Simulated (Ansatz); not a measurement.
Base system: CuCl in the zinc blende structure (space group F-43m, No. 216; a = 5.290 Å).

All numbers come from PBEsol in Ansatz (plane waves to 420 eV, PAW, spin-orbit coupling left out).

Base values:

* **Gap between the host's bands**: 0.55 eV
* **Gap character**: direct at Γ

The change: electron doping at 5.0×10^21 cm⁻³ (0.185 per cell), with a uniform compensating background at fixed cell and a 300 K Fermi–Dirac width.

Task: Estimate the effect on the Fermi level from band edge.

Result: The Fermi level relative to the doped band's edge (positive inside the band; to 0.05 eV) is +2.00 eV.

Task: Predict the new gap between the host's bands.

Result: The gap between the host's bands shrinks by 0.09 eV to 0.46 eV.

Task: How does this affect the gap character?

Result: The gap character is still direct at Γ.

Charged cell with a jellium background: band edges are those of the host's band count, energies are not comparable with the neutral cell, and many-body gap narrowing is missing. Stability against distortions was not tested. No Hubbard U is applied. The final runs are not spin-polarised.

Ansatz is a program for electronic structure.
